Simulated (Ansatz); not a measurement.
# CdGeAs2: transverse stress against strain

CdGeAs2 (chalcopyrite, I-42d, 24.962 Å³/atom and stress up to 0.01 GPa in the relaxed cell, c along z) under a strain ε along a (axis x), the other axes held. PBEsol in Ansatz, a plane-wave DFT program (PAW, default set), 420 eV, 8×8×8 Γ-centred mesh, Fermi-Dirac smearing 0.05 eV; ions are relaxed, or left where forces stay under 0.02 eV/Å, within the symmetry of each cell. Stress is positive for a compressed cell.

Here s stands for strain and y for stress zz.

| strain (%) | stress zz (GPa) |
|---|---|
| -3.00 | ? |
| -1.50 | 0.77 |
| -0.75 | 0.38 |
| 0.00 | 0.00 |
| 0.75 | -0.35 |
| 1.50 | -0.69 |

Fit y against s with a straight line, and predict the withheld value at s = -3.00.

Means: s 0, y 0.022. About the means, the sum of products is -2.7375 and the sum of squares of s is 5.6250; the slope is their ratio. Least squares gives y = 0.022 - 0.4867·s. Residuals (row less fit): 0.018, -0.007, -0.022, -0.007, 0.018; standard error 0.020 (degrees of freedom: 3). The slope gives the elastic constant C13 = 48.7 ± 0.9 GPa (± standard error of the fit, which holds the terms cut off). At the withheld row, y = 0.022 - 0.4867 × (-3.00) = 1.482 GPa. The calculation gives 1.63 GPa, 0.148 GPa above the prediction (6.4 % of the range of y in the table). The row lies outside the fitted rows, so this is an extrapolation. From the scatter of the fitted rows alone, a prediction at this place has a standard error of 0.034 GPa, so the miss is 4.4 times that.

A polynomial of degree 2 through the 8 other runs of the series gives 1.62 there, so most of the miss is curvature that the fit leaves out. Rows are the converged runs of the series near zero and its far end; series whose fitted rows scatter by over a few per cent of the range, as at a crossing or softening among them, aren't shown in this form, nor equations of state whose B0' disagrees with the runs' pressures. Most that stay on the fit to the last digits aren't either.
